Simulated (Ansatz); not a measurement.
Base system: ZnF$_{2}$ in the rutile structure (space group P4_2/mnm, No. 136; a = 4.717 Å, c = 3.129 Å).

Method: Ansatz (a program for electronic structure) PBEsol, spin-orbit coupling left out.

Before the change:

The smallest direct gap comes out as 3.45 eV and the band gap is 3.45 eV. The gap character comes out as direct at Γ.

Perturbation: an isotropic linear strain of +1.80 %, atoms relaxed at fixed cell.

Problem. What does the calculation give for the smallest direct gap, band gap, energy relative to the base, gap character and largest internal atomic displacement after the change?

Solution. The smallest direct gap falls by 0.027 eV (3.45 eV → 3.43 eV); the band gap falls by 0.066 eV (3.45 eV → 3.39 eV); the energy increases by 11 meV/atom; the gap character changes from direct at Γ to indirect, R → Γ; the largest internal atomic displacement is 0.015 Å.

No phonon test of stability was made.
